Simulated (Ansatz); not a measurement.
The starting structures come from a database of crystals and need not be the phases stable at ambient conditions.

Inside the gap of an insulator the Bloch states are evanescent, with a wavenumber k + iκ along the transport direction.

Here is the system:

```xyz
4
Lattice="4.0824 0.0000 0.0000 0.0000 6.7094 0.0000 2.0412 0.0000 3.4662" Properties=species:S:1:pos:R:3 pbc="T T T"
Al     2.0412     6.7048     1.1554
Al     4.0824     3.3501     2.3108
As     2.0412     4.1912     1.1554
As     4.0824     0.8365     2.3108
```

Space group of this cell: Cmc2_1. The cell is strained (lengths across the current scaled by 1.02, ions clamped); by PBEsol its mean pressure is -2.5 GPa.

Transport runs along the normal of the first two printed cell vectors.

The gap is the functional's own, uncorrected, and κ follows it; spin-orbit coupling is left out. Mid-gap values are interpolated between the computed energies.

Problem. Estimate the band gap and the smallest decay constant κ at mid-gap that PBEsol run with Ansatz (a quantum-chemistry and plane-wave program) returns for this system.

Solution. Gap 1.51 eV on a 10×6×10 mesh; κ = 0.100 1/Å, at the zone centre.
